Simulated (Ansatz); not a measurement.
Cost and result by functional for the surface energy of the (322) surface of bcc V in its 1x1 cell, outermost plane spacing 0.36 Å in the ideal cut, in Ansatz (plane waves, PAW). Single points on the PBE structure, on one kind of machine; costs are rough ratios of the slab run's core time (references not counted) to the cheapest single point. r2SCAN's cost holds its higher cutoff (500 against 420 eV). Differences are taken against r2SCAN for comparison alone: no measured value is at hand, so the table doesn't rank accuracy.

Set-up: 29 atoms, 10.2 Å thick at the start (thin: gaps and levels are the slab's own); mesh 9x5x1; 0.1 eV smearing; dipole correction on; all atoms relaxed; held to the part of the start's symmetry that mesh and held atoms allow; no spin, no spin-orbit, no U. These notes are the PBE run's.

| functional | relative cost | surface energy (J/m²) | less r2SCAN (J/m²) |
|---|---|---|---|
| LDA | 1 | 3.03 | 0.08 |
| PBEsol | 1 | 2.97 | 0.02 |
| RPBE | 1 | 2.56 | -0.39 |
| r2SCAN | 2 | 2.95 | 0.00 |
| PBE (the relaxed run's value) | – | 2.72 | -0.22 |

The values span 0.46 J/m², while the single points' costs differ by a factor of roughly 2. Differences are of unrounded values.

Ansatz is an electronic-structure program.
